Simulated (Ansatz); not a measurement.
Ansatz (a program for electronic structure) run on CaAg2Ge2 (I4mm, 5 atoms in the cell): self-consistent single point.

Method of the run: LDA (PW92), default PAW files made with PBE (plane waves; Ansatz).

The change in words: lattice scaled by 0.98; basis.ecutwfc: 420 eV → 335 eV. Reference geometry:
```yaml
crystal:
  lattice:
    - [-2.14959, 2.14959, 5.42914]
    - [2.14959, -2.14959, 5.42914]
    - [2.14959, 2.14959, -5.42914]
  atoms:
    - { symbol: Ca, position: [0.00460, 0.00460, 0.00000] }
    - { symbol: Ag, position: [0.25000, 0.75000, 0.50000] }
    - { symbol: Ag, position: [0.75000, 0.25000, 0.50000] }
    - { symbol: Ge, position: [0.39031, 0.39031, 0.00000] }
    - { symbol: Ge, position: [0.60969, 0.60969, 0.00000] }
```

Reference input (self-consistent single point, DFT, LDA (PW92), plane waves, default PAW files made with PBE): basis.ecutwfc = 420 eV; kpoints.mp_grid.grid = 5 5 5; hamiltonian.xc = lda; hamiltonian.pseudopotentials = {kind: paw} (the program's default PAW files); scf.occupations.method = gaussian; scf.occupations.width = 0.1 eV. This run's input differs from it in these lines:

Ansatz 0.2 input:
```diff
@@ -3,5 +3,5 @@
   lattice:
-    - [-2.149588, 2.149588, 5.429143]
-    - [2.149588, -2.149588, 5.429143]
-    - [2.149588, 2.149588, -5.429143]
+    - [-2.106596, 2.106596, 5.320560]
+    - [2.106596, -2.106596, 5.320560]
+    - [2.106596, 2.106596, -5.320560]
   atoms:
@@ -13,3 +13,3 @@
 basis:
-  ecutwfc: 420.0
+  ecutwfc: 335.0
 kpoints:
```

The program printed (abridged):

```
SCF iter   1: F=—  HF=-25122.106971 eV  |F-HF|=—  |Δ(HF+E_count)|=         —  Δρ=8.00e-3  dr2=4.47e-2  ethr=1.77e-3  ⟨swp⟩=7.8  Hψ=3283  notcnv=0  defer=2
all-band conjugate gradients solve this SCF's bands
preconditioner: auto → Kerker (q_TF=auto, 2.631 Å⁻¹)
SCF iter   2: F=—  HF=-25122.092770 eV  |F-HF|=—  |Δ(HF+E_count)|=   1.42e-2  Δρ=2.71e-3  dr2=4.55e-3  ethr=5.89e-5  ⟨swp⟩=2.2  Hψ=1444  notcnv=0  defer=4
   [... lines left out ...]
SCF iter   5: F=—  HF=-25122.091706 eV  |F-HF|=—  |Δ(HF+E_count)|=   5.19e-5  Δρ=9.77e-5  dr2=2.14e-5  ethr=9.47e-8  ⟨swp⟩=2.0  Hψ=1299  notcnv=0  defer=4
SCF iter   6: F=—  HF=-25122.091702 eV  |F-HF|=—  |Δ(HF+E_count)|=   4.46e-6  Δρ=3.65e-5  dr2=4.83e-6  ethr=2.82e-8  ⟨swp⟩=2.4  Hψ=1089  notcnv=0  defer=6
SCF iter   7: F=—  HF=-25122.091700 eV  |F-HF|=—  |Δ(HF+E_count)|=   1.29e-6  Δρ=1.17e-5  dr2=4.36e-7  ethr=6.36e-9  ⟨swp⟩=2.0  Hψ=990  notcnv=0  defer=6
SCF iter   8: F=-25122.091700 eV  HF=-25122.091700 eV  |F-HF|=1.51e-8  |Δ(HF+E_count)|=   1.13e-7  Δρ=3.31e-6  dr2=2.47e-8  ethr=1.32e-10  ⟨swp⟩=8.4  Hψ=3281  notcnv=0
SCF 1 converged in 8 iterations: F = -25122.091700 eV  dr2 = 2.47e-8
Free energy (F): -25122.091700 eV
Internal energy: -25122.076364 eV  (E = F + TS)
E sigma→0 (E₀):  -25122.084032 eV
Entropy (-TS):   -0.015336 eV (-3.067 meV/atom)
Fermi energy:    12.769161 eV
--- Forces (eV/Å), atoms counted from 1 ---
  atom   1  Ca    -0.00000000     0.00000000    -0.13002065
  atom   2  Ag    -0.00000000    -0.00000000     0.04810187
  atom   3  Ag     0.00000000     0.00000000     0.04810187
  atom   4  Ge    -0.00000000     0.00000000    -0.24934106
  atom   5  Ge     0.00000000    -0.00000000     0.28319480
--- Stress (GPa, compression-positive) ---
        0.547106       0.000000      -0.000000
        0.000000       0.547106       0.000000
       -0.000000      -0.000000       1.381770
  P = ⅓ Tr σ = 0.8253 GPa (8.253 kbar)
  The stress holds the Pulay correction. Without it, at fixed plane waves, as pw.x and ABINIT print it: P = -0.9255 GPa
```

The run converged in 8 iterations. Against the reference run the free energy goes up by 1.9 meV/atom, the pressure goes from -4.01 to 0.83 GPa and the largest force goes from 0.296 to 0.283 eV/Å.

The starting cell comes from a database of computed structures (which also holds hypothetical and non-ambient phases and stackings), without a prior relaxation at this level. Its lattice was rescaled by up to half a per cent. One atom was moved a little off its site on purpose. For this run, on top of that: lattice scaled by 0.98. Ansatz's pressure includes its estimate of the finite-basis (Pulay) stress. Without the estimate this run gives -0.93 GPa. The cutoff lies below the one recommended for these files.
